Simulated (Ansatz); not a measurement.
Base system: CdSe in the zinc blende structure (space group F-43m, No. 216; a = 6.196 Å).

The values are results of Ansatz (a quantum-chemistry and plane-wave program) PBE, no SOC, not measurements.

Base values:

| Quantity | Result |
|---|---|
| Electron mass | 0.052 mₑ (at Γ) |
| Valley order | Γ 0.49 eV; X along ⟨100⟩ 3.25 eV |
| Volume per atom | 29.74 Å³ |

The change: cell and atoms relaxed at a pressure of 30 GPa.

Question: What does the calculation give for the electron mass after the change?

Answer: The electron mass goes from 0.052 mₑ (at Γ) to 0.091 mₑ (at Γ).

Question: How does this affect the valley order?

Answer: The valley order (the lowest conduction-band minima on the path, energy above the VBM, named in the base's zone) goes from Γ 0.49 eV; X along ⟨100⟩ 3.25 eV to Γ 1.10 eV; X along ⟨100⟩ 2.53 eV.

Question: What does the calculation give for the volume per atom after the change?

Answer: The volume per atom falls by 8.12 Å³ (29.74 Å³ → 21.62 Å³).

The levels and masses belong to the bands next to the band gap. Load acts through the strain it causes; cell and atoms are relaxed under it. Effective masses come from finite differences of ±0.01 Å⁻¹. No phonon test of stability was made. Tetrahedral semiconductors of this kind turn to denser phases somewhere between about 1 and 50 GPa; those were not computed, so compressed cells here can lie past the real transition.
